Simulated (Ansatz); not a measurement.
Consider CaO in the rock salt structure (space group Fm-3m, No. 225; a = 4.767 Å).

All numbers come from PBEsol, PAW, 420 eV (Ansatz, a first-principles code; no SOC).

Before the change:

| Quantity | Result |
|---|---|
| Gap character | indirect, Γ → X |

The change: 0.0406 holes added to each cell, a density of 1.5×10^21 cm⁻³, with a uniform compensating background at fixed cell and a 300 K Fermi–Dirac width.

**Question.** What does the calculation give for the Fermi level from band edge and gap character after the change?

**Answer.** The Fermi level relative to the doped band's edge (positive inside the band; to 0.05 eV) is +0.15 eV; the gap character stays indirect, Γ → X.

Carriers are added with a uniform compensating background; total energy and stress of such cells depend on the potential's zero and are not compared; many-body gap narrowing is missing at this level. No phonon test of stability was made.
